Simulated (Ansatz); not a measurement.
# Pressure series in CoSi2

Consider CoSi$_{2}$ (space group Fm-3m, No. 225; a = 5.315 Å; non-magnetic).

Cell and atoms are relaxed at each pressure.

All numbers come from Ansatz (a program for electronic structure) r2SCAN, spin-orbit coupling left out, earlier PAW set.

Notes on the quantities. enthalpy: H = E + PV relative to the base's energy.

```tsv
case	enthalpy	lattice parameter a
base	–	5.315 Å
pressure −2 GPa	-0.16 eV/atom	5.333 Å
pressure −1 GPa	-0.08 eV/atom	5.324 Å
pressure 1.8 GPa	+0.14 eV/atom	5.299 Å
pressure 4.2 GPa	+0.32 eV/atom	5.279 Å
pressure 9 GPa	+0.69 eV/atom	5.242 Å
pressure 18 GPa	+1.35 eV/atom	5.180 Å
pressure 30 GPa	+2.20 eV/atom	…
pressure 45 GPa	+3.22 eV/atom	5.038 Å
pressure 60 GPa	+4.20 eV/atom	4.977 Å
```

Q: What belongs in the blanks?

A: 
- pressure 30 GPa, lattice parameter a: 5.111 Å

Load acts through the strain it causes; cell and atoms are relaxed under it. Stability against distortions was not tested. Competing high-pressure phases were not computed. Seeded moments were not kept for the base. All final runs are without spin polarisation. An odd electron count without spin: CoSi2.
